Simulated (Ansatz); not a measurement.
NiSi2: pressure series

Consider NiSi$_{2}$ (space group Fm-3m, No. 225; a = 5.3897 Å; non-magnetic).

Cell and atoms are relaxed at each pressure.

Computed with r2SCAN/PAW in Ansatz (a program for electronic structure), spin-orbit coupling left out, earlier PAW set.

```tsv
pressure (GPa)	volume per atom (Å³/atom)
-2	13.214
-1	13.129
0	13.047
0.7	?
1.5	12.929
3	12.816
5	12.673
7.5	12.508
10	12.353
```

Question: Fit the third-order Birch–Murnaghan form P(V) = (3B₀/2)[(V₀/V)^(7/3) − (V₀/V)^(5/3)]·[1 + (3/4)(B₀′ − 4)((V₀/V)^(2/3) − 1)] (squares taken in P) to the rows shown and predict the withheld row.

Answer: Least squares on the printed values gives V₀ = 13.047 Å³/atom, B₀ = 161 GPa, B₀′ = 4.6; this predicts 12.991 Å³/atom, and the run gives 12.992 Å³/atom, in agreement.

Load acts through the strain it causes; cell and atoms are relaxed under it. No phonon test of stability was made. Competing high-pressure phases were not computed. Starting moments died away, wholly or in part, for the base; another magnetic solution may exist. All final runs are without spin polarisation.
